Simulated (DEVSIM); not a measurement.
Structure: GaP/Si n-p heterojunction, at 350 K.

| layer (left to right) | material | thickness (μm) | Nd (cm⁻³) | Na (cm⁻³) | τn (s) | τp (s) |
|---|---|---|---|---|---|---|
| 1 | GaP | 0.960 | 1.2e18 | - | 1.3e-6 | 1.3e-6 |
| 2 | Si | 2.50 | - | 1.2e15 | 1.3e-6 | 1.3e-6 |

Left contact: ohmic. Right contact: ohmic. Voltage is applied to the left contact. Recombination: SRH at mid-gap, radiative, Auger. Mobility is constant in doping.

This is a model device: material constants are rounded textbook-type values typed into the input, and sizes, dopings and lifetimes were drawn at random. Values at 300 K; Nc and Nv go as T^1.5, mobilities as T to minus their exponent, the gap by Varshni's rule with the affinity fixed.

```tsv
parameter	GaP	Si
gap (eV)	2.26	1.124
affinity (eV)	3.8	4.05
permittivity	11.1	11.7
Nc (cm⁻³)	1.8e19	2.86e19
Nv (cm⁻³)	1.9e19	3.1e19
μn (cm²/Vs)	250	1417
μp (cm²/Vs)	150	470
T exponent of μn	1.6	2.3
T exponent of μp	1.98	2.2
B (cm³/s)	1e-13	4.7e-15
Cn (cm⁶/s)	1e-30	2.8e-31
Cp (cm⁶/s)	1e-30	9.9e-32
Varshni α (eV/K)	0.00058	0.000473
Varshni β (K)	372	636
```

Model (solved in DEVSIM): 1D drift-diffusion, Boltzmann statistics, complete ionisation; no tunnelling, impact ionisation, image-force lowering or self-heating. Band offsets follow the typed affinities; no thermionic-emission limit at abrupt steps, no polarisation charge.

### Question
Give the dark forward current.

### Answer

| V (V) | J (A/cm²) |
|---|---|
| -0.05 | -1.4e-5 |
| -0.10 | -8.6e-5 |
| -0.15 | -0.00045 |
| -0.20 | -0.0023 |
| -0.25 | -0.012 |
| -0.30 | -0.060 |
| -0.35 | -0.30 |
| -0.40 | -1.5 |
| -0.45 | -6.9 |
| -0.50 | -27 |
| -0.55 | -86 |
| -0.60 | -240 |
| -0.65 | -590 |
| -0.70 | -1300 |
| -0.75 | -2700 |
